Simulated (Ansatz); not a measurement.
**C11b MoSi2**

These are PBE in Ansatz (plane waves, PAW) values and carry that method's errors.

Numerical settings: plane-wave cutoff 500 eV, 18×18×18 k mesh, Fermi–Dirac smearing 0.05 eV, no spin polarisation, scalar-relativistic PAW data made under PBE.

Cell (relaxed at this level):

```
CELL_PARAMETERS angstrom
     -1.60844     1.60844     3.93645
      1.60844    -1.60844     3.93645
      1.60844     1.60844    -3.93645
ATOMIC_POSITIONS crystal
  Si 0.66491 0.66491 0.00000
  Si 0.33509 0.33509 0.00000
  Mo 0.00000 0.00000 0.00000
```

For C11b MoSi2, the volume per atom is 13.58 Å³/atom. The equilibrium lattice constant a is 3.217 Å. The lattice parameter c is 7.873 Å.

Measured, for comparison: lattice constant a 3.205 Å, lattice parameter c 7.845 Å (temperature not stated, not corrected to a static lattice; as tabulated in Pavlosiuk et al. (2022), arXiv:2202.05362). Computed (rounded) less measured: lattice constant a +0.4 %, lattice parameter c +0.4 %.

Computing time: very roughly 90 core-seconds.

Ansatz is an electronic-structure program.
